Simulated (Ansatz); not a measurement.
# Al2O3: biaxial strain −3.00 %, plane normal [001], relaxed out of plane

The reference is Al2O3 in the corundum structure (space group R-3c, No. 167; a = 4.7292 Å, c = 12.8916 Å (hexagonal axes)). Axes: x lies along a and z along c of the hexagonal cell.

Perturbation: compressive biaxial strain of 3.00 % in the plane normal to [001], as in epitaxy on a mismatched substrate; the out-of-plane cell vector and the atoms relax.

Calculations: LDA, PAW, 420 eV (Ansatz, a first-principles code; no SOC). Γ-centred 9×9×9 mesh, Fermi–Dirac width 0.05 eV.

```json
[
 {"quantity": "space group", "base": "R-3c (No. 167)", "changed": "R-3c (No. 167)", "shift": "–"},
 {"quantity": "shortest interatomic distance", "base": "1.844 Å", "changed": "1.813 Å", "shift": "-0.031 Å"},
 {"quantity": "energy relative to the base (free energy F)", "base": "0 meV/atom", "changed": "+29 meV/atom", "shift": "+29 meV/atom"},
 {"quantity": "pressure (mean of the normal stresses, compression positive)", "base": "-0.01 GPa", "changed": "13.14 GPa", "shift": "+13.15 GPa"},
 {"quantity": "band gap", "base": "6.43 eV", "changed": "6.97 eV", "shift": "+0.534 eV"},
 {"quantity": "gap character", "base": "direct at Γ", "changed": "direct at Γ", "shift": "–"},
 {"quantity": "electron mass", "base": "0.43 mₑ along c, 0.39 mₑ across (at Γ)", "changed": "0.40 mₑ out of plane, 0.44 mₑ in plane (at Γ)", "shift": "–"},
 {"quantity": "valence-band top at Γ (three highest levels, from the VBM)", "base": "0.00, -0.04, -0.04 eV", "changed": "0.00, 0.00, -0.41 eV", "shift": "–"},
 {"quantity": "out-of-plane strain", "base": "–", "changed": "+1.59 %", "shift": "–"},
 {"quantity": "ratio −ε⊥/ε∥", "base": "–", "changed": "0.53", "shift": "–"},
 {"quantity": "mean in-plane stress (compression positive)", "base": "–", "changed": "+19.7 GPa", "shift": "–"}
]
```

Final structure (turned so that z lies along the plane normal):

```
CELL_PARAMETERS angstrom
      4.58732     0.00000     0.00000
      2.29366     3.97274     0.00000
      2.29366    -1.32425     4.36549
ATOMIC_POSITIONS crystal
  Al 0.70050 0.64975 0.94925
  Al 0.70050 0.14975 0.44925
  Al 0.29950 0.35025 0.05075
  Al 0.29950 0.85025 0.55075
  O  0.50000 0.44208 0.25000
  O  0.80792 0.75000 0.25000
  O  0.50000 0.55792 0.75000
  O  0.80792 0.94208 0.75000
  O  0.19208 0.25000 0.75000
  O  0.19208 0.05792 0.25000
```

Masses are band curvatures over ±0.01 Å⁻¹ around the edge. Gaps are read on the SCF mesh and a high-symmetry path. No phonon test of stability was made.
